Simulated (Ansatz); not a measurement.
End structure of a constructed model of the (0001) surface of hcp Os, a layer of Si in place of the second plane (bottom of the slab: a bare face, its two planes held):

```
CELL_PARAMETERS angstrom
      2.75423     0.00000     0.00000
     -1.37712     2.38523     0.00000
      0.00000     0.00000    26.50000
ATOMIC_POSITIONS crystal
  Os 0.66667 0.33333 0.30245
  Os 0.33333 0.66667 0.38446
  Os 0.66667 0.33333 0.46501
  Os 0.33333 0.66667 0.54864
  Si 0.66667 0.33333 0.62269
  Os 0.33333 0.66667 0.69232
```

Set-up: 6 atoms, 10.5 Å thick at the start (thin: gaps and levels are the slab's own); mesh 16x16x1; 0.1 eV smearing; dipole correction on; 2 atoms held, the rest relaxed; held to the start's symmetry, so lower structures may exist; no spin, no spin-orbit, no U. It is one candidate, not shown to be the stable structure of the face.

What is the computed work function of the top face (PBE run with Ansatz, a quantum-chemistry and plane-wave program)?

5.26 eV
